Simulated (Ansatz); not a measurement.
Here is the system:

```
CELL_PARAMETERS angstrom
      4.30299     0.00000     0.00000
      0.00000     4.30299     0.00000
      2.15150    -2.15150     3.09853
ATOMIC_POSITIONS crystal
  Pb 0.00000 0.00000 0.00000
  Se 0.50000 0.50000 0.00000
```

No spin polarisation.

Calculations: Kohn–Sham DFT with the r2SCAN functional, run in Ansatz (a program for electronic structure) with PAW and 500 eV plane waves, spin-orbit coupling left out. Γ-centred 9×9×9 mesh, Fermi–Dirac width 0.05 eV.

Question: Predict the band gap, in-plane stress and gap character.

Answer: The band gap is 0.56 eV, the mean in-plane stress (compression positive) is +2.3 GPa and the gap character comes out as direct at N.

With Pb present, leaving out spin-orbit coupling can change the band edges. The cells carry an imposed strain or load. Stability against distortions was not tested. The cell was made from PbSe in the rock salt structure (space group Fm-3m, No. 225) by this change: biaxial strain −1.50 %, plane normal [001], relaxed out of plane.
